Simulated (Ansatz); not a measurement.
For SiNF (model structure, P3m1, No. 156, 3 atoms in the cell), LDA (Ansatz, a program for electronic structure, PAW) gives:

| Item | Value |
|---|---|
| equilibrium lattice constant a | 2.887 Å |
| c axis length | 4.573 Å |
| bulk modulus B0 | 41.5 GPa |
| cohesive energy | 6.43 eV/atom |
| band gap | 4.78 eV |

**Question.** What does r²SCAN in Ansatz (plane waves, PAW) give for the same quantities?

**Answer.** 
- lattice constant a: 2.898 Å (grows by 0.4 %)
- lattice parameter c: 4.809 Å (grows by 5.2 %)
- bulk modulus: 28.5 GPa (drops by 31 %)
- cohesive energy: 5.51 eV/atom (drops by 0.92 eV/atom)
- band gap: 5.64 eV (rises by 0.86 eV)

Changes are worked out from the printed values.

Unless a cell is named, each level is at its own relaxed cell (LDA 11.00, r²SCAN 11.66 Å³/atom).

Density-functional gaps are differences of (generalised) Kohn–Sham levels.

Caveats: the bulk modulus is −V dP/dV from two relaxed cells at ±2 % in volume (LDA, r²SCAN). Ansatz's density-functional and Hartree–Fock values are scalar-relativistic unless marked +SOC, with PAW data made under PBE.

A model structure was made by putting elements into a prototype or built by hand; it is no filed structure, need not be a known phase, and can be a saddle point held by its symmetry.
